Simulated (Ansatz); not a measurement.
Candidates (primitive cells; geometry: cell and atoms relaxed with PBEsol):
A. AgI (F-43m), a = 4.561 Å, b = 4.561 Å, c = 4.561 Å, α = 60.00°, β = 60.00°, γ = 60.00°
B. GaAs (F-43m), a = b = c = 4.001 Å, α = β = γ = 60.00°
C. TlI (Pm-3m), a = 4.1368 Å, b = 4.1368 Å, c = 4.1368 Å, α = 90.00°, β = 90.00°, γ = 90.00°
D. KTaO3 (Pm-3m), a = b = c = 3.9853 Å, α = β = γ = 90.00°

Put the candidates in order of Seebeck coefficient, p-type 1e19 cm⁻³, highest first, for PBEsol with spin-orbit coupling, rigid bands run with Ansatz (a first-principles code).

D (554 μV/K), C (395 μV/K), A (303 μV/K), B (241 μV/K)

Seebeck coefficients are for the stated density at 300 K, with one relaxation time for all states and whether or not that doping can be reached.

Formula and space group known from diffraction (Crystallography Open Database), not checked to be the room-temperature form: TlI (Pm-3m).
